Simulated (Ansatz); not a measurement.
# β-phase InSe (model structure)

The numbers are results of PBE0-D3(BJ) (plane waves, PAW; Ansatz, a program for electronic structure), not measurements.

Cell: relaxed with PBE-D3(BJ): a = 4.0317 Å, b = 4.0317 Å, c = 16.7679 Å, α = 90.00°, β = 90.00°, γ = 120.00°.

- interlayer binding energy: 22.0 meV/Å²

Note: the relaxation could raise the start's symmetry but not lower it, so the cell can be a saddle point.

Spin–orbit coupling is not included.

Computed values are for the static lattice.

The result took roughly 17 core-minutes.

A model structure was made by putting elements into a prototype or built by hand; it is no filed structure, need not be a known phase, and can be a saddle point held by its symmetry.
